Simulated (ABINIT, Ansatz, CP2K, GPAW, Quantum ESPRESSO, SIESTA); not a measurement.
**Code comparison for TiGa5Co (P4/mmm, 7 atoms in the cell)**

Self-consistent single point.

```yaml
crystal:
  lattice:
    - [4.02856, 0.00000, 0.00000]
    - [0.00000, 4.02856, 0.00000]
    - [0.00000, 0.00000, 6.44181]
  atoms:
    - { symbol: Ti, position: [0.00000, 0.00000, 0.00000] }
    - { symbol: Ga, position: [0.00000, 0.50000, 0.29802] }
    - { symbol: Ga, position: [0.00000, 0.50000, 0.70198] }
    - { symbol: Ga, position: [0.50000, 0.00000, 0.29802] }
    - { symbol: Ga, position: [0.50000, 0.00000, 0.70198] }
    - { symbol: Ga, position: [0.50000, 0.50000, 0.00000] }
    - { symbol: Co, position: [0.00000, 0.00000, 0.50000] }
```

All programs got the same cell, k-point mesh and kind of occupations (in Ansatz's words: kpoints.mp_grid.grid = 5 5 3; scf.occupations.method = gaussian; scf.occupations.width = 0.1 eV); potentials, basis and cutoffs are each program's usual ones.

```csv
code,model,pressure (GPa),largest force (eV/Å),k-points,cutoff
CP2K,"LDA (Pade form), GPW, DZVP-MOLOPT-SR-GTH basis, GTH-PADE potentials (GTH_POTENTIALS)",-4.35,0.182,38,grid 600 Ry
GPAW,"LDA (Perdew-Wang 92), GPAW PAW datasets LDA (gpaw-data 1.0.1)",-4.17,0.171,12,850 eV
SIESTA,"LDA PW92, numerical atomic orbitals DZP, PseudoDojo LDA standard norm-conserving potentials (rewritten from UPF to PSML)",-5.86,0.262,38,grid 300 Ry
Ansatz,"LDA (PW92), PAW files made with PBE",-5.38,0.135,12,default
Quantum ESPRESSO,"LDA (PZ), GBRV 1.5 ultrasoft (LDA) pseudopotentials",-5.57,0.137,12,50 Ry
ABINIT,"LDA (PW92), PAW (JTH v2.0 LDA PAW)",-5.25,0.135,12,30 Ha
```

The spread over the programs that give each value: pressure within 1.69 GPa; largest force within 0.127 eV/Å.

The starting cell comes from a database of computed structures (which also holds hypothetical and non-ambient phases and stackings), without a prior relaxation at this level. On Ansatz's run: Spin polarisation is off. In the base run, with a pressure of about -5 GPa the cell is away from its equilibrium volume at this level.

**Question.** Why do the programs differ, and what cannot be compared?

**Answer.** Differences of this kind can come from the potentials, where these differ, and from what each basis and cutoff leave unconverged. The valence holds different numbers of electrons (CP2K 94, GPAW 36, SIESTA 94, Ansatz (an electronic-structure program) 94, Quantum ESPRESSO 124, ABINIT 94). The zero of total energies and Fermi levels follows the potentials and each program's conventions, so they are not compared here. CP2K and SIESTA use small atom-centred bases, whose incompleteness enters pressures, forces and empty levels differently from a plane-wave cutoff. Ansatz's pressure is given at a fixed set of plane waves, as the other plane-wave codes print theirs; with its correction for the finite basis it is -5.34 GPa. The same LDA comes in different parametrisations, which differ slightly. The programs reduce the same mesh by symmetry to different extents, which changes the work and not the result. In the pressure, GPAW (by 1.15) lies more than 1 GPa from the median of the plane-wave programs. In the force vectors, SIESTA (by 0.126) lies more than 0.08 eV/Å from the median of the plane-wave programs.

Left out of this page: Elk (not drawn, or without a comparable value); FLEUR (with a known weakness of the program).

Keys are those of Ansatz 0.2.
